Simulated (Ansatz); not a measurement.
Ansatz (an electronic-structure program) run on HfBe3 (P6_3/mmc, 8 atoms in the cell): zone-centre phonon calculation.

Computed with PBE (plane waves, PAW; Ansatz).

```xyz
8
Lattice="5.3213 0.0000 0.0000 -2.6606 4.6083 0.0000 0.0000 0.0000 4.2681" Properties=species:S:1:pos:R:3 pbc="T T T"
Be     2.6606     3.1263     1.0670
Be    -1.3771     3.8673     3.2010
Be     1.2835     0.7410     1.0670
Be     0.0000     1.4820     3.2010
Be     4.0378     0.7410     1.0670
Be     1.3771     3.8673     3.2010
Hf     0.0000     3.0722     1.0670
Hf     2.6606     1.5361     3.2010
```

Reference input (self-consistent single point, DFT, PBE, plane waves, default PAW files): basis.ecutwfc = 420 eV; kpoints.mp_grid.grid = 6 6 6; hamiltonian.xc = pbe; hamiltonian.pseudopotentials = {kind: paw}, with the files named one by one; scf.occupations.method = methfessel_paxton; scf.occupations.width = 0.1 eV. This run's input differs from it in these lines:

```diff
@@ -31,6 +31,6 @@
     width: 0.1
-output:
-  forces: true
-  eigenvalues: true
-  stress: true
+  convergence:
+    dr2_threshold: 1.0e-04 eV
+phonons:
+  method: dfpt
```

The program printed (abridged):

```
SCF iter   1: F=—  HF=-31998.957861 eV  |F-HF|=—  |Δ(HF+E_count)|=         —  Δρ=3.40e-3  dr2=1.54e-2  ethr=1.77e-3  ⟨swp⟩=6.7  Hψ=8124  notcnv=0  defer=1
all-band conjugate gradients solve this SCF's bands
preconditioner: auto → Kerker (q_TF=auto, 2.514 Å⁻¹)
SCF iter   2: F=—  HF=-31998.956581 eV  |F-HF|=—  |Δ(HF+E_count)|=   1.28e-3  S|Δr|=    0.00e0  Δρ=2.20e-3  dr2=7.12e-3  ethr=2.40e-5  ⟨swp⟩=1.1  Hψ=2499  notcnv=0  defer=4
SCF iter   3: F=—  HF=-31998.955166 eV  |F-HF|=—  |Δ(HF+E_count)|=   1.42e-3  S|Δr|=    0.00e0  Δρ=2.98e-4  dr2=1.59e-4  ethr=1.11e-5  ⟨swp⟩=2.0  Hψ=2435  notcnv=0  defer=4
SCF iter   4: F=—  HF=-31998.955139 eV  |F-HF|=—  |Δ(HF+E_count)|=   2.64e-5  S|Δr|=    0.00e0  Δρ=1.80e-4  dr2=4.64e-5  ethr=1.56e-7  ⟨swp⟩=11.8  Hψ=17506  notcnv=0
SCF iter   5: F=-31998.955110 eV  HF=-31998.955112 eV  |F-HF|=2.57e-6  |Δ(HF+E_count)|=   2.72e-5  S|Δr|=    0.00e0  Δρ=5.79e-5  dr2=2.48e-6  ethr=7.25e-8  ⟨swp⟩=11.3  Hψ=18464  notcnv=0
SCF 1 converged in 5 iterations: F = -31998.955110 eV  dr2 = 2.48e-6
DFPT response loops at Γ: preconditioner auto → Kerker (q_TF=auto, 2.514 Å⁻¹) (partly filled bands, converged f_vac=0.000) …
Stability not checked (fill_not_monotonic)
Free energy (F): -31998.955110 eV
Internal energy: -31998.954237 eV  (E = F + TS)
E sigma→0 (E₀):  -31998.954891 eV
Entropy (-TS):   -0.000873 eV (-0.109 meV/atom)
Fermi energy:    11.252096 eV
   [... lines left out ...]
  ASR residual per site (eV/Å²): 8.17e-3 7.74e-3 7.74e-3 8.17e-3 7.74e-3 7.74e-3 2.42e-2 2.42e-2
  Γ frequencies (cm⁻¹): 0.00 0.00 0.00 65.08 65.08 84.30 302.15 302.15 310.23 310.23 339.34 339.34 342.39 351.64 351.64 361.85 387.74 388.42 396.77 420.93 420.93 429.01 429.01 482.11
  non-analytic LO–TO correction: not included (Born effective charges unavailable; polar crystals: no LO–TO splitting at Γ)
```

The run converged in 5 iterations. 

Summary of the result:
- Free energy E − TS (on the zero of these files) = -31998.9551 eV
- Fermi level (on the code's own zero) = 11.25 eV
- Zone-centre frequencies (cm⁻¹; negative means imaginary) = 0, 0, 0, 65, 65, 84, 302, 302, 310, 310, 339, 339, 342, 352, 352, 362, 388, 388, 397, 421, 421, 429, 429, 482

The starting cell was generated: these elements placed on a structure prototype, without a prior relaxation; it need not be a known phase or ordering of this composition.

Cost on one core of a shared machine: roughly 2 min.

Keys are those of Ansatz 0.2.
